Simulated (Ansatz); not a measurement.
Consider SiC (space group P6_3mc, No. 186; a = 3.095 Å, c = 15.186 Å).

The values are results of Kohn–Sham DFT with the PBE functional, run in Ansatz (a program for electronic structure) with PAW and 420 eV plane waves, no SOC, earlier PAW set, not measurements.

For the base:

| Property | Result |
|---|---|
| Lattice parameter a | 309.5 pm |

It is then changed as follows: cell and atoms relaxed at a pressure of 5 GPa.

What happens to the lattice parameter a?

The lattice parameter a decreases by 2.3 pm to 307.2 pm.

Load acts through the strain it causes; cell and atoms are relaxed under it. Stability against distortions was not tested. No other phases were tried under pressure.
